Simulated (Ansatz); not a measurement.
Data:

End structure of the (320) surface of fcc Rh in its 1x1 cell, outermost plane spacing 0.53 Å in the ideal cut:

```yaml
crystal:
  lattice:
    - [3.83000, 0.00000, 0.00000]
    - [-1.91500, 6.90463, 0.00000]
    - [0.00000, 0.00000, 26.50000]
  atoms:
    - { symbol: Rh, position: [0.19268, 0.38540, 0.31515] }
    - { symbol: Rh, position: [0.38392, 0.76783, 0.33410] }
    - { symbol: Rh, position: [0.57682, 0.15376, 0.35145] }
    - { symbol: Rh, position: [0.77060, 0.54128, 0.36878] }
    - { symbol: Rh, position: [0.96304, 0.92614, 0.38790] }
    - { symbol: Rh, position: [0.15325, 0.30655, 0.41049] }
    - { symbol: Rh, position: [0.34501, 0.69005, 0.43042] }
    - { symbol: Rh, position: [0.53656, 0.07312, 0.45068] }
    - { symbol: Rh, position: [0.72931, 0.45865, 0.47076] }
    - { symbol: Rh, position: [0.92281, 0.84562, 0.49002] }
    - { symbol: Rh, position: [0.11565, 0.23130, 0.50998] }
    - { symbol: Rh, position: [0.30915, 0.61828, 0.52924] }
    - { symbol: Rh, position: [0.50190, 0.00381, 0.54932] }
    - { symbol: Rh, position: [0.69345, 0.38687, 0.56958] }
    - { symbol: Rh, position: [0.88521, 0.77038, 0.58951] }
    - { symbol: Rh, position: [0.07542, 0.15078, 0.61210] }
    - { symbol: Rh, position: [0.26786, 0.53565, 0.63122] }
    - { symbol: Rh, position: [0.46164, 0.92317, 0.64855] }
    - { symbol: Rh, position: [0.65454, 0.30910, 0.66590] }
    - { symbol: Rh, position: [0.84578, 0.69152, 0.68485] }
```

Slab: 20 atoms, 10.1 Å thick at the start (thin: gaps and levels are the slab's own); k 10x6x1, smearing 0.1 eV, dipole-corrected; all atoms relaxed; held to the part of the start's symmetry that mesh and held atoms allow; no spin, no spin-orbit, no U.

Problem. What is the computed surface energy (mean of both faces) (PBE in Ansatz, a quantum-chemistry and plane-wave program)?

Solution. 2.51 J/m^2

Problem. Predict the work function of the top face from PBE.

Solution. 4.55 eV
